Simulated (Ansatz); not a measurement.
# AlN, point defects

Consider a 32-atom supercell of AlN in the wurtzite structure (space group P6_3mc, No. 186; a = 3.114 Å, c = 4.983 Å) at its relaxed geometry.

One neutral defect a cell, atoms relaxed at fixed cell.

Method: PBEsol (Ansatz, a program for electronic structure, PAW, scalar-relativistic without spin-orbit coupling), earlier PAW set.

```tsv
case	pressure	largest displacement of a host atom from its site in the perfect cell	total moment of the cell	gap of the supercell
perfect supercell	0.0 GPa	–	–	4.10 eV
B on a Al site	-6.0 GPa	0.23 Å	0.0 μB	3.83 eV
Al vacancy	2.1 GPa	0.22 Å	3.0 μB	0.14 eV
Al on a N site (antisite)	[?]	[?]	[?]	[?]
```

Q: Some entries are withheld; estimate them.

A: 
- Al on a N site (antisite), pressure: 10.8 GPa
- Al on a N site (antisite), largest displacement of a host atom from its site in the perfect cell: 0.67 Å
- Al on a N site (antisite), total moment of the cell: 0.8 μB
- Al on a N site (antisite), gap of the supercell: zero

The magnetic state is the one reached from the starting moments; the real material's order can differ, and small cells can't hold many antiferromagnetic ones. In so small a cell the defect repeats every few ångströms: this is an ordered compound, not a dilute defect. A case with no gap was solved on a k-mesh chosen for an insulator, which is coarse for it. Seeded moments were not kept for B on a Al site.
